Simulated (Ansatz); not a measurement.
Consider Cs in the bcc (W type) structure (space group Im-3m, No. 229; a = 6.010 Å).

Method: PBEsol/PAW in Ansatz (a program for electronic structure), no spin-orbit coupling, earlier PAW set.

For the base:

| Item | Result |
|---|---|
| Volume per atom | 108.55 Å³ |

Perturbation: full substitution Cs → Ca, then cell and atoms are relaxed.

What does the calculation give for the volume per atom after the change?

The volume per atom shrinks by 68.17 Å³ to 40.38 Å³.

Stability against distortions was not tested. All final runs are without spin polarisation. This is not the structure that Ca has at room temperature and ambient pressure.
